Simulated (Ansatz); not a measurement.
Base system: MgTe in the wurtzite structure (space group P6_3mc, No. 186).

```yaml
crystal:
  lattice:
    - [4.56143, 0.00000, 0.00000]
    - [-2.28071, 3.95031, 0.00000]
    - [0.00000, 0.00000, 7.41192]
  atoms:
    - { symbol: Mg, position: [0.33333, 0.66667, 0.99959] }
    - { symbol: Mg, position: [0.66667, 0.33333, 0.49959] }
    - { symbol: Te, position: [0.33333, 0.66667, 0.37641] }
    - { symbol: Te, position: [0.66667, 0.33333, 0.87641] }
```

Cartesian axes are those of the cell as printed.

Level of theory: DFT with PBEsol, PAW potentials and a 420 eV plane-wave cutoff in Ansatz (an electronic-structure program), no SOC.

Strains are applied to the cell and any free atomic positions relax.

One change was made to it. Results:

```csv
quantity,base,after
band gap,2.39 eV,2.36 eV
electron mass,"0.15 mₑ along c, 0.17 mₑ across (at Γ)","0.15 mₑ along z, 0.17 mₑ across (at Γ)"
"valence-band top at Γ (three highest levels, from the VBM)","0.00, -0.02, -0.02 eV","0.00, 0.00, -0.02 eV"
"pressure (mean of the normal stresses, compression positive)",-0.01 GPa,-0.22 GPa
```

### Question
Which change produced these results?
(A) uniaxial strain ε_zz = +1.20 %
(B) uniaxial strain ε_zz = +3.00 %
(C) uniaxial strain ε_zz = +0.60 %

### Answer
C, uniaxial strain ε_zz = +0.60 %. For comparison, the band gap in the other runs: uniaxial strain ε_zz = +3.00 % gives 2.19 eV; uniaxial strain ε_zz = +1.20 % gives 2.32 eV.

Spin-orbit coupling, missing from the scalar runs, can matter with Te. Effective masses come from finite differences of ±0.01 Å⁻¹. Stability against distortions was not tested.
